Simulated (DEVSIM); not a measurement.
Structure: TaN/La2O3/p-Si capacitor, at 400 K.

Layer 1 from the left is La2O3, thickness (nm) 30.0. Layer 2 from the left is Si, thickness (nm) 1500, Na (cm⁻³) 1.4e17.

Metal gate on the left, work function 4.4 eV. Fixed charge at the semiconductor interface 0 cm⁻² (in units of +e); no interface traps.

Constants are typed, rounded textbook-type inputs, not results; the design itself was drawn at random and stands for no fabricated device. Values at 300 K; Nc and Nv go as T^1.5, mobilities as T to minus their exponent, the gap by Varshni's rule with the affinity fixed.

La2O3: gap (eV) 5.8, affinity (eV) 1.8, permittivity 27. Si: gap (eV) 1.124, affinity (eV) 4.05, permittivity 11.7, Nc (cm⁻³) 2.86e19, Nv (cm⁻³) 3.1e19, Varshni α (eV/K) 0.000473, Varshni β (K) 636.

DEVSIM, 1D Poisson equation in equilibrium, Boltzmann statistics, complete ionisation; no quantum confinement or tunnelling. Metal contacts follow the ideal Schottky-Mott rule: no Fermi-level pinning, no interface dipoles.

### Question
What does the simulation give for the threshold voltage (band bending 2φF)?

### Answer
threshold voltage (band bending 2φF) 0.38 V.
